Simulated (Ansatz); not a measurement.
Nb under a change: isotropic strain −2.00 %

Consider Nb in the bcc (W type) structure (space group Im-3m, No. 229; a = 3.3045 Å; relaxed with 0.1 eV smearing).

The change: the cell is scaled by 0.9800 in all directions, atoms relaxed at fixed cell.

Computed with r2SCAN/PAW in Ansatz (a first-principles code), scalar-relativistic without spin-orbit coupling. Settings: 28×28×28 k-points, 0.1 eV Fermi–Dirac smearing.

- Volume per atom = 16.98 Å³ (base 18.04 Å³)
- Space group = Im-3m (No. 229) (base Im-3m (No. 229))
- Shortest interatomic distance = 2.805 Å (base 2.862 Å)
- Energy relative to the base (free energy F) = +37 meV/atom
- Pressure = 11.7 GPa (base 0.0 GPa)
- Band gap = zero (base zero)

Stability against distortions was not tested. The final runs are not spin-polarised.
